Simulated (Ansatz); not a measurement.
## Au, pressure series

Start from Au in the hcp (Mg type) structure (space group P6_3/mmc, No. 194).

```yaml
crystal:
  lattice:
    - [2.86214, 0.00000, 0.00000]
    - [-1.43107, 2.47868, 0.00000]
    - [0.00000, 0.00000, 4.80237]
  atoms:
    - { symbol: Au, position: [0.33333, 0.66667, 0.25000] }
    - { symbol: Au, position: [0.66667, 0.33333, 0.75000] }
```

Cell and atoms are relaxed at each pressure.

The values are results of plane-wave PAW DFT at the PBEsol level (Ansatz, a program for electronic structure, 420 eV), no SOC, not measurements.

Notes on the quantities. enthalpy: H = E + PV relative to the base's energy.

```csv
change,enthalpy,shortest interatomic distance
base,–,2.862 Å
pressure −2 GPa,-0.21 eV/atom,2.873 Å
pressure −1 GPa,-0.11 eV/atom,2.867 Å
pressure 0.3 GPa,+0.03 eV/atom,2.861 Å
pressure 0.7 GPa,+0.07 eV/atom,2.859 Å
pressure 1.5 GPa,+0.16 eV/atom,2.855 Å
pressure 3 GPa,+0.32 eV/atom,2.848 Å
pressure 5 GPa,+0.52 eV/atom,2.839 Å
pressure 7.5 GPa,+0.78 eV/atom,2.828 Å
pressure 10 GPa,+1.04 eV/atom,2.818 Å
```

Load acts through the strain it causes; cell and atoms are relaxed under it. Whether these cells are dynamically stable was not tested. Competing high-pressure phases were not computed. The base started in Cmcm and relaxed to P6_3/mmc at this level. This is not the structure that Au has at room temperature and ambient pressure.
